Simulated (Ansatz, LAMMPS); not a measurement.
Crystalline Ge, 1728 atoms, one frame of classical dynamics at 1100 K, cell scaled from the potential's lattice parameter to the PBE one and held. Cell 34.56 × 34.56 × 34.56 Å, Ge1728, 1728 atoms. Prepared with LAMMPS with Tersoff's 1989 multicomponent potential (SiCGe.tersoff): 30 ps at 1100 K at fixed volume, last frame. The 60 atoms nearest one atom, with forces from PBE, support functions at accuracy medium on the grid of 370 eV (Ansatz, a program for electronic structure) on the whole cell:

```
x (Å)        y       z  Fx (eV/Å)     Fy     Fz
------  ------  ------  ---------  -----  -----
0.000    0.000   0.000      -0.20  -0.15  -0.01
-1.518  -1.469  -1.268      -0.06  -0.81  -0.46
1.389   -1.537   1.364      -0.80  -1.08   0.36
1.381    1.226  -1.712       1.04  -0.61   1.77
-1.578   1.215   1.568       0.62  -0.26  -0.61
2.750    2.648  -0.015      -0.70   0.12  -0.16
-2.831   2.647   0.012       0.05  -0.06  -0.54
-0.082   2.526   2.967      -0.33   1.01   0.34
-0.048   2.577  -2.947       0.09   0.86  -0.91
2.707   -0.260   2.841       0.64   0.45   1.17
2.811   -0.395  -2.945       0.16   0.88  -0.28
-0.095  -3.164  -2.622       0.27   1.37   0.39
-2.938  -0.309   2.866      -0.44  -0.61   0.99
-2.896  -0.231  -2.947      -0.73  -0.17   0.88
2.908   -3.068   0.185       0.27   0.47  -0.58
-2.956  -3.124   0.063       0.41   0.30  -0.87
0.101   -3.265   2.929      -0.70   0.29  -1.03
-1.381   4.009  -1.541      -0.62   0.36   0.39
1.148    4.162   1.495      -0.12  -1.29  -1.14
4.147    1.226   1.493      -0.44  -0.16  -0.40
-1.384   1.057  -4.294       0.30   0.05  -0.93
1.309   -4.374  -1.088      -0.22  -1.57   0.19
4.228   -1.625  -1.462       1.01   0.13   1.55
1.344    1.161   4.435      -0.72  -1.28  -0.60
-4.402   1.314  -1.428       0.89  -0.96  -0.16
1.479   -1.963  -4.199      -0.98   0.67   0.27
-4.433  -1.771   1.401      -0.01   0.47   0.80
-1.412  -1.947   4.419       0.60   1.47  -0.83
-1.560  -4.626   1.307       0.74  -1.06   1.91
-0.079   5.584  -0.174      -0.27  -0.12   0.89
0.212   -0.424  -5.701      -0.87  -0.06  -0.12
-5.770  -0.267  -0.075      -0.45   0.68   0.97
5.822    0.027   0.227      -0.38  -1.18  -1.37
-4.052   4.081   1.514      -1.37   0.14   0.55
-0.030  -0.389   5.951       0.07  -0.31  -1.55
4.340    3.833  -1.502      -0.48   0.32  -1.01
1.587    3.988  -4.296      -0.61   0.29  -0.59
-1.412  -4.310  -4.180      -0.48  -2.58  -0.65
4.157   -1.699   4.348      -0.73  -0.37  -0.33
-1.431   4.059   4.568       0.44  -1.05  -0.14
4.358    1.023  -4.432      -0.71  -1.03   0.14
-0.066  -6.330   0.136       0.34   1.89  -0.13
-4.405   1.296   4.387       0.55  -0.76  -0.42
-4.322  -1.756  -4.392      -0.58   0.78   1.09
-4.187  -4.641  -1.433      -0.69  -0.53   0.45
4.321   -4.673   1.420      -1.18   1.26   2.20
2.711    5.254   2.844       0.72   1.38   0.63
1.511   -4.631   4.419      -0.52   0.28   0.21
5.610    2.416   2.950      -0.03   0.33   0.48
2.646    2.594   5.729       0.64   0.54   1.63
-2.871   2.550  -5.647       0.09   0.40  -0.28
-2.684   5.519   3.059      -0.56  -0.27  -0.65
5.728    2.289  -3.004      -0.27   1.70   0.37
-2.830   5.601  -2.836      -0.81  -1.10  -0.53
2.710   -5.818  -2.562      -0.07  -0.53  -0.44
2.993    2.498  -5.756      -0.06   0.89  -0.42
-5.811   2.609  -2.880      -0.20   0.29  -0.67
-5.897   2.570   2.845       0.90   1.00   0.09
-2.803   2.384   5.996      -1.02   1.54  -0.96
-2.883  -3.098  -5.633       0.74  -0.52  -2.04
```
